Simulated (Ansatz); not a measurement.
Re2B (model structure, started from the Cu2Sb type, P4/nmm, No. 129, 6 atoms in the cell) was calculated with PBEsol (Ansatz, a quantum-chemistry and plane-wave program, PAW).

Run with plane-wave cutoff 520 eV, 14×14×10 k mesh (along the axes of the cell as run), Fermi–Dirac smearing 0.05 eV, no spin polarisation, scalar-relativistic PAW data made under PBE.

Cell (relaxed at this level):

```cif
data_B2Re4
_chemical_formula_sum 'Re4 B2'
_space_group_name_H-M_alt 'P4/nmm :1'
_space_group_IT_number 129
_space_group_name_Hall 'P 4ab 2ab -1ab'
_cell_length_a 3.50493
_cell_length_b 3.50493
_cell_length_c 5.93828
_cell_angle_alpha 90.000
_cell_angle_beta 90.000
_cell_angle_gamma 90.000
loop_
_space_group_symop_operation_xyz
  'x, y, z'
  '-y+1/2, x+1/2, z'
  '-x, -y, z'
  'y+1/2, -x+1/2, z'
  'x+1/2, -y+1/2, -z'
  '-y, -x, -z'
  '-x+1/2, y+1/2, -z'
  'y, x, -z'
  '-x+1/2, -y+1/2, -z'
  'y, -x, -z'
  'x+1/2, y+1/2, -z'
  '-y, x, -z'
  '-x, y, z'
  'y+1/2, x+1/2, z'
  'x, -y, z'
  '-y+1/2, -x+1/2, z'
loop_
_atom_site_label
_atom_site_type_symbol
_atom_site_symmetry_multiplicity
_atom_site_Wyckoff_symbol
_atom_site_fract_x
_atom_site_fract_y
_atom_site_fract_z
_atom_site_occupancy
Re1 Re 2 a 0.00000 0.00000 0.00000 1
Re2 Re 2 c 0.50000 0.00000 0.34889 1
B1 B 2 c 0.00000 0.50000 0.28805 1
```

Q: Estimate the bulk modulus B0 that the calculation returns.

A: 
- bulk modulus B0: 340 GPa

Note: the run has no spin polarisation, so it can have missed a magnetic state; the bulk modulus is −V dP/dV from two relaxed cells at ±2 % in volume; the relaxation could raise the start's symmetry but not lower it, so the cell can be a saddle point.

Spin–orbit coupling is not included; it can open a gap where bands touch, and shift volumes and moduli.

Computed values are for the static lattice.

The result took around 9 core-minutes (rough).

A model structure was made by putting elements into a prototype or built by hand; it is no filed structure, need not be a known phase, and can be a saddle point held by its symmetry.
